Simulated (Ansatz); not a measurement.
The starting structures come from a database of crystals and need not be the phases stable at ambient conditions.

Tunnelling through a barrier is set by its complex band structure: the current falls as exp(−2κd) with the smallest κ.

```
KRb2ScF6
1.0
    6.27239     0.00000     0.00000
    0.00000     6.27239     0.00000
    3.13619    -3.13619     4.55330
K Rb Sc F
1 2 1 6
Cartesian
  3.13619   3.13619   0.00000
  3.13619   0.00000   2.27665
  6.27239   3.13619   2.27665
  0.00000   0.00000   0.00000
  1.74347   5.25934   0.00000
  4.52892   1.01305   0.00000
  4.14925  -1.39272   4.55330
  5.25934   4.52892   0.00000
  6.27239   0.00000   2.02412
  3.13620   3.13620   2.52917
```

Space group of this cell: I4/m. The cell is taken as given.

Transport runs along the normal of the first two printed cell vectors, the (001) plane of the conventional cell.

The gap is the functional's own. No spin-orbit coupling. Mid-gap values are interpolated on the energy grid.

**Question.** Give the band gap and the smallest decay constant κ at mid-gap that Ansatz (a first-principles code) with r2SCAN yields.

**Answer.** Gap 7.62 eV on a 8×8×8 mesh; κ = 0.517 1/Å, at the zone centre.
